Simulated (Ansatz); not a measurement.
The parent structure is SnS in the GeS type structure (space group Pnma, No. 62).

Level of theory: DFT with PBE-D3(BJ), PAW potentials and a 420 eV plane-wave cutoff in Ansatz (an electronic-structure program), no SOC.

Measured: band gap 1.08 eV (temperature not stated; as listed in Manish Kothakonda et al., ACS Materials Au (2022)).

Problem. What do the calculations give for these quantities, and how do they miss?

Solution. 
```csv
level,band gap
PBE-D3(BJ),0.70 eV
```

Computed minus measured — band gap: PBE-D3(BJ) -0.38 eV. Measured values not marked as corrected hold thermal and zero-point effects that the static-lattice runs lack. A measured gap can be an optical one, lowered by exciton binding. Levels without spin-orbit coupling miss its effect on the gap.

Stability against distortions was not tested.
